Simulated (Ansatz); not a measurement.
Here is the system:

```xyz
2
Lattice="3.6826 0.0000 0.0000 1.8413 3.1892 0.0000 1.8413 -1.0631 2.9233" Properties=species:S:1:pos:R:3 pbc="T T T"
Sr     0.0000     0.0000     0.0000
O      1.8413     1.0631     1.4616
```

No spin polarisation.

Calculations: PBEsol in Ansatz (plane waves to 420 eV, PAW, no spin-orbit coupling). k-mesh 11×11×11 (Γ-centred); smearing 0.05 eV (Fermi–Dirac).

Question: Predict the pressure (mean of the normal stresses, compression positive).

Answer: -1.96 GPa.

Question: What valence-band top at Γ (three highest levels, from the VBM) does the calculation give?

Answer: 0.00, -0.06, -0.06 eV.

Question: Predict the electron mass.

Answer: 1.2 mₑ along k, 0.39 mₑ across (at X).

Question: Predict the band gap.

Answer: 3.17 eV.

The cells carry an imposed strain or load. Effective masses come from finite differences of ±0.01 Å⁻¹. Along k means along the line from Γ to the band edge. Stability against distortions was not tested. The cell was made from SrO in the rock salt structure (space group Fm-3m, No. 225) by this change: biaxial strain +1.67 %, plane normal [111], relaxed out of plane.

Ansatz is a quantum-chemistry and plane-wave program.
